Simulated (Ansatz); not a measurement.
Levels about the gap of hydrogenated amorphous carbon (C60H16) (76 atoms in a cell of 590 Å³, 2.07 g/cm³; zone centre alone, so wide bands show as single levels with stretches between that a denser mesh fills), at the geometry that PBE-D3(BJ) relaxed, where it gives -0.1 GPa on a denser mesh. The participation number counts the atoms over which a state spreads; weights are charges in smoothed Voronoi cells. The levels come from a single point, so bond lengths are those of that geometry. Method of the levels: PBE-D3(BJ), scalar-relativistic without spin-orbit coupling (Ansatz, a first-principles code). Sampling: the zone centre alone; Fermi-Dirac width 0.05 eV; no spin polarisation.

Preparation: random packing, a CHGNet melt and quench, and a DFT relaxation. The hot cell started wider than the set density and was brought back towards it in steps. It is the lowest in DFT energy of 2 quenches. It is a model cell: composition and starting density were chosen by hand, and all elements were melted together. The geometry includes D3(BJ) dispersion. A short ab initio anneal came between quench and relaxation. Its density started from a set value of 2.26 and ended at 2.07 g/cm³. The simulated quench (nominally 640 K/ps over its main leg) is rapid and tends to freeze in more defects than a deposited or slowly cooled glass has. One small periodic cell is one sample of the glass; other quenches scatter about these values. The volume was free in the relaxation, at fixed shape. Stress components on the final sampling reach 1.5 GPa.

| E - E(highest filled), eV | filling | participation number | largest on | weight C | weight H |
|---|---|---|---|---|---|
| -0.91 | filled | 31.6 | C, 3 neighbours | 0.93 | 0.07 |
| -0.74 | filled | 26.5 | C, 3 neighbours | 0.92 | 0.08 |
| -0.62 | filled | 29.3 | C, 3 neighbours | 0.94 | 0.06 |
| -0.55 | filled | 33.4 | C, 3 neighbours | 0.91 | 0.09 |
| -0.39 | filled | 16.5 | C, 3 neighbours | 0.94 | 0.06 |
| -0.26 | filled | 25.5 | C, 3 neighbours | 0.93 | 0.07 |
| 0.00 | filled | 15.9 | C, 3 neighbours | 0.95 | 0.05 |
| 0.81 | empty | 16.4 | C, 3 neighbours | 0.93 | 0.07 |
| 1.29 | empty | 26.4 | C, 3 neighbours | 0.89 | 0.11 |
| 1.58 | empty | 23.8 | C, 3 neighbours | 0.92 | 0.08 |
| 1.67 | empty | 30.5 | C, 3 neighbours | 0.93 | 0.07 |
| 1.83 | empty | 25.4 | C, 3 neighbours | 0.91 | 0.09 |
| 2.04 | empty | 31.9 | C, 3 neighbours | 0.92 | 0.08 |
| 2.43 | empty | 21.7 | C, 3 neighbours | 0.94 | 0.06 |

Most localised among these is the filled level at +0.00 eV, on a C atom, which has 3 neighbours (C 1.37 Å, C 1.42 Å, C 1.47 Å).
